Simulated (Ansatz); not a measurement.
The parent structure is SiSe$_{2}$ (space group Ibam, No. 72; a = 6.3014 Å, b = 9.3016 Å, c = 5.8556 Å; made of chains).

Levels (all Ansatz, a quantum-chemistry and plane-wave program, PAW): PBEsol (420 eV, no spin-orbit coupling); HSE06 (420 eV, no spin-orbit coupling).

Its gap is 1.65 eV with PBEsol and 2.65 eV with HSE06.

It is then changed as follows: full substitution Si → Sn; the structure is relaxed again.

With PBEsol the gap becomes 1.20 eV.

Problem. If the HSE06 correction stayed the same, what would the HSE06 gap be, and what does the HSE06 run give?

Solution. A rigid correction of +1.00 eV gives 2.20 eV. The HSE06 run gives 2.15 eV, so the correction itself changes by -0.05 eV.

Single points use the geometry relaxed with PBEsol. The hybrid gap comes from the SCF mesh plus the semilocal run's edge points and a few special points and is an upper bound. Stability against distortions was not tested. As relaxed here, SnSe2 is a hypothetical phase, not in the database extracts checked. No dispersion term is included in the PBEsol runs.
